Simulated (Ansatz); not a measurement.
**wurtzite AlN (P6_3mc) under biaxial stress in the basal plane: levels of theory**

```
CELL_PARAMETERS angstrom
      3.11376     0.00000     0.00000
     -1.55688     2.69660     0.00000
      0.00000     0.00000     4.98368
ATOMIC_POSITIONS crystal
  Al 0.33333 0.66667 0.99651
  Al 0.66667 0.33333 0.49651
  N  0.33333 0.66667 0.37849
  N  0.66667 0.33333 0.87849
```

Geometry: cell and atoms relaxed with PBEsol, then loaded (compression positive). Ansatz (a program for electronic structure) gave the bands at 2 levels on these cells. SOC is spin-orbit coupling.

```tsv
Level	gap at -18.00 GPa (eV)	gap unloaded (eV)	gap at 13.50 GPa (eV)
PBE+SOC	3.189	4.175	4.539
r2SCAN+SOC	3.780	4.820	5.211
```

Question: Compare the spread of the gaps with that of the shifts.

Answer: Changes against zero load: PBE+SOC -0.986 and 0.364 eV; r2SCAN+SOC -1.040 and 0.391 eV. The unloaded gaps spread over 0.645 eV and the shifts over 0.054 eV, so the levels agree better on the shift. Adding the shifts of PBE+SOC to the unloaded gap of r2SCAN+SOC gives 3.834 and 5.184 eV, against 3.780 and 5.211 eV computed.

 Gaps are resolved to about 0.01 eV; the mean electron masses of the levels agree within half at each load. Every relaxation keeps the wurtzite phase, so a transition, a distortion that breaks the symmetry or fracture can't show.
